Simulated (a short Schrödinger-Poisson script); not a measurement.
Stack: MOS inversion layer, SiO2 on p-type Si(100), at 300 K.

From the gate side: 2.2 nm SiO2; 720 nm Si, acceptors 3.6e17 cm⁻³.

The device is made up for the run: typed textbook-type constants, with dimensions and the other settings drawn at random. SiO2: permittivity 3.9, conduction-band edge (eV) 3.15, gap (eV) 9, electron mass (mₑ) 0.5. Si: permittivity 11.7, conduction-band edge (eV) 0, gap (eV) 1.124, Nv at 300 K (cm⁻³) 3.1e19.

Channel valleys (confinement mass, in-plane density-of-states mass, number): Δ2 0.916, 0.19, 2; Δ4 0.19, 0.417, 4. At the gate the conduction-band edge of layer 1 lies 3.56 eV − eVg above the Fermi level of the channel; the field vanishes at the back. Gaps are held at their typed values at every temperature. Mesh 0.03 nm at interfaces.

Solved with a short Schrödinger-Poisson script written for these runs: 1D Poisson equation in equilibrium, electrons quantum, Hartree (BenDaniel-Duke, 12 states a valley, the channel's in-plane mass for all, wave functions ending at the dielectric), parabolic valleys, classical holes, full ionisation, no traps, pinning or gate leakage.

| Vg (V) | electrons (cm⁻²) | C (μF/cm²) | Δ2 E0 (meV from the Fermi level) | Δ4 E0 (meV from the Fermi level) |
|---|---|---|---|---|
| 0.5 | 3.75e9 | 0.183 | 194.7 | 248.0 |
| 0.6 | 7.71e10 | 0.432 | 115.5 | 171.0 |
| 0.7 | 4.54e11 | 0.890 | 67.9 | 126.6 |
| 0.8 | 1.06e12 | 1.08 | 43.7 | 106.3 |
| 0.9 | 1.75e12 | 1.16 | 28.3 | 94.7 |
| 1 | 2.49e12 | 1.21 | 16.8 | 86.9 |
| 1.1 | 3.25e12 | 1.24 | 7.4 | 81.1 |
| 1.2 | 4.02e12 | 1.26 | -0.6 | 76.5 |
| 1.3 | 4.81e12 | 1.28 | -7.8 | 72.7 |
| 1.4 | 5.61e12 | 1.29 | -14.3 | 69.4 |
| 1.5 | 6.42e12 | 1.30 | -20.4 | 66.5 |
| 1.6 | 7.23e12 | 1.31 | -26.1 | 63.9 |
| 1.7 | 8.05e12 | 1.32 | -31.6 | 61.5 |
| 1.8 | 8.87e12 | 1.32 | -36.8 | 59.3 |
| 1.9 | 9.70e12 | 1.33 | -41.8 | 57.2 |
| 2 | 1.05e13 | 1.33 | -46.7 | 55.2 |
| 2.1 | 1.14e13 | 1.34 | -51.5 | 53.4 |

Gate voltages with under 1e9 electrons/cm² are left out.

**Question.** At Vg = 2.1 V the lowest Δ2 subband lies at -51.5 meV from the Fermi level. How many electrons does it hold, and what share of all?

**Answer.** The two-dimensional density of states is g m/(πħ²) = 1.59e11 cm⁻² meV⁻¹ (both spins), kT = 25.9 meV, so n = D kT ln(1 + exp(−E/kT)) = 8.70e12 cm⁻², 0.77 of the 1.14e13 cm⁻² in all.

**Question.** Compare the slope of the sheet density between 1.9 and 2.1 V with the geometric capacitance of the layers between gate and channel.

**Answer.** q Δn/ΔV = 1.36 μF/cm²; ε0/Σ(t/ε) = 1.57 μF/cm². The ratio is 0.87: the channel acts as a further capacitance in series.
